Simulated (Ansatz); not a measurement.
# SiO2: response to strain

The reference is SiO₂ in the rutile structure (space group P4_2/mnm, No. 136; a = 4.195 Å, c = 2.678 Å). Axes: x, y, z lie along a, b, c of the conventional cell.

Strains are applied to the cell and any free atomic positions relax; under biaxial strain the out-of-plane vector relaxes too.

Calculations: PBEsol in Ansatz (plane waves to 420 eV, PAW, without spin-orbit coupling).

| variant | band gap | hole mass | out-of-plane strain | electron mass |
|---|---|---|---|---|
| base | 5.35 eV | 1.8 mₑ along c, 1.1 mₑ across (at Γ) | – | 0.37 mₑ along c, 0.47 mₑ across (at Γ) |
| biaxial strain +0.60 %, plane normal [001], relaxed out of plane | 5.26 eV | 1.9 mₑ out of plane, 1.1 mₑ in plane (at Γ) | -0.31 % | 0.37 mₑ out of plane, 0.46 mₑ in plane (at Γ) |
| biaxial strain +1.20 %, plane normal [001], relaxed out of plane | 5.17 eV | 2.0 mₑ out of plane, 1.1 mₑ in plane (at Γ) | -0.60 % | 0.37 mₑ out of plane, 0.46 mₑ in plane (at Γ) |
| biaxial strain +1.80 %, plane normal [001], relaxed out of plane | 5.08 eV | 2.2 mₑ out of plane, 1.1 mₑ in plane (at Γ) | -0.88 % | 0.38 mₑ out of plane, 0.45 mₑ in plane (at Γ) |
| biaxial strain +2.40 %, plane normal [001], relaxed out of plane | 5.00 eV | – | -1.15 % | 0.38 mₑ out of plane, 0.44 mₑ in plane (at Γ) |
| biaxial strain +3.00 %, plane normal [001], relaxed out of plane | 4.92 eV | 2.6 mₑ out of plane, 1.1 mₑ in plane (at Γ) | -1.41 % | 0.38 mₑ out of plane, 0.43 mₑ in plane (at Γ) |

Effective masses come from finite differences of ±0.01 Å⁻¹. Whether these cells are dynamically stable was not tested.

Ansatz is a quantum-chemistry and plane-wave program.
